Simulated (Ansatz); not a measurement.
How a calculation on HfRe (Pmma, 4 atoms in the cell) responds to its settings

```yaml
crystal:
  lattice:
    - [4.67362, 0.00000, 0.00000]
    - [0.00000, 3.09380, 0.00000]
    - [0.00000, 0.00000, 4.77161]
  atoms:
    - { symbol: Hf, position: [0.75000, 0.50000, 0.31250] }
    - { symbol: Hf, position: [0.25000, 0.50000, 0.68750] }
    - { symbol: Re, position: [0.75000, 0.00000, 0.81250] }
    - { symbol: Re, position: [0.25000, 0.00000, 0.18750] }
```

Base run A: Ansatz (a program for electronic structure) with PBE, self-consistent single point.

Its settings: basis.ecutwfc = 30.9 Ry; kpoints.mp_grid.grid = 7 11 7; hamiltonian.xc = pbe; hamiltonian.pseudopotentials = {kind: paw} (the program's default PAW files); scf.occupations.method = gaussian; scf.occupations.width = 0.0037 Ry.

The starting cell was generated: these elements placed on a structure prototype, without a prior relaxation; it need not be a known phase or ordering of this composition. Its lattice was rescaled by a random factor within 2.5 % of one. Spin polarisation is off. In the base run, with a pressure of about 8 GPa the cell is away from its equilibrium volume at this level. In the base run, forces exceed 1 eV/Å. Ansatz's pressure includes its estimate of the finite-basis (Pulay) stress.

A dash stands where there is no value to compare (another energy zero or no entropy term, no result, no spin, no clean gap, or a mesh too coarse for one). 

```tsv
run	change	pressure (GPa)	largest force (eV/Å)	dispersion energy (eV/atom)
A	base	8.50	1.904	–
B	hamiltonian.dispersion: default → d3bj [PBE-D3BJ]	3.00	1.901	-0.572
C	hamiltonian.dispersion: default → d3bjatm [PBE-D3BJ-ATM]	4.03	1.901	-0.516
D	hamiltonian.dispersion: default → d4 [PBE-D4]	4.37	1.915	-0.442
E	hamiltonian.xc: pbe → rpbe; hamiltonian.dispersion: default → d4 [RPBE-D4]	5.09	1.941	-0.733
```

Run B against A: The pressure goes from 8.50 to 3.00 GPa and the largest force moves little (1.904 to 1.901 eV/Å).

Run C against A: The pressure goes from 8.50 to 4.03 GPa and the largest force hardly changes (1.904 to 1.901 eV/Å).

Left out of this page: 1 run of the series unsound by tests on forces, stress, charge or solver warnings.

Keys are those of Ansatz 0.2.
